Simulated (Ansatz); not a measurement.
We consider cubic perovskite CsPbCl₃ (cubic high-temperature phase), described by r²SCAN+SOC (PAW; Ansatz, a quantum-chemistry and plane-wave program).

Run with plane-wave cutoff 560 eV, 6×6×6 k mesh, Fermi–Dirac smearing 0.01 eV, PAW data made under PBE.

Energies at three volumes about the minimum:

| V (Å³/atom) | E − E_lowest (meV/atom) |
|---|---|
| 35.639 | 1.17 |
| 36.366 | 0.00 |
| 37.093 | 1.09 |

**Question.** Fit a parabola by hand: where is the minimum, what lattice constant follows, and what is the bulk modulus?

**Answer.** Slopes: (0.00 − 1.17)/(36.366 − 35.639) = -1.609 and (1.09 − 0.00)/(37.093 − 36.366) = 1.499 meV/Å³. Curvature E″ = 2 × (1.499 − (-1.609))/(37.093 − 35.639) = 4.275 meV/Å⁶. From the middle of the first interval, the slope vanishes at V0 = 36.0025 − (-1.609)/4.275 = 36.379 Å³/atom. B = V0 E″ = 36.379 × 4.275 meV/Å³ × 0.1602 GPa per meV/Å³ = 24.9 GPa. With 5 atoms in the cube, a = (5 × 36.379)^(1/3) = 5.666 Å. The full Birch–Murnaghan fit to all volumes gives V0 = 36.365 Å³/atom and B0 = 24.8 GPa.

Note: the relaxation could not lower the start's symmetry, so the cell can be a saddle point above a distorted one.
